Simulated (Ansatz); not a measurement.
The reference is AgCl in the rock salt structure (space group Fm-3m, No. 225; a = 5.447 Å). Axes: x, y, z lie along the cube axes.

Level of theory: Ansatz (a first-principles code), PBEsol, PAW, cutoff 420 eV, no spin-orbit coupling.

Base values:

- Electron mass: 0.25 mₑ (at Γ)
- Pressure: 0.00 GPa
- Valley order: Γ 0.72 eV; X along ⟨100⟩ 2.13 eV

It is then changed as follows: biaxial strain +2.50 %, plane normal [001], relaxed out of plane (Cartesian); in-plane vectors clamped, the third vector and the atoms free.

### Question
What happens to the energy relative to the base?

### Answer
The energy grows by 4.5 meV/atom.

### Question
What does the calculation give for the out-of-plane strain after the change?

### Answer
The out-of-plane strain amounts to -2.74 %.

### Question
What happens to the electron mass?

### Answer
The electron mass becomes 0.23 mₑ out of plane, 0.27 mₑ in plane (at Γ) (base: 0.25 mₑ (at Γ)).

### Question
What does the calculation give for the pressure after the change?

### Answer
The pressure (mean of the normal stresses, compression positive) goes from zero to -0.87 GPa.

### Question
What does the calculation give for the valley order after the change?

### Answer
The valley order (the lowest conduction-band minima on the path, energy above the VBM, named in the base's zone) goes from Γ 0.72 eV; X along ⟨100⟩ 2.13 eV to Γ 0.59 eV; X along [001] 1.99 eV; X along [100] 2.05 eV.

The levels and masses belong to the bands next to the band gap. Effective masses come from finite differences of ±0.01 Å⁻¹. Stability against distortions was not tested.
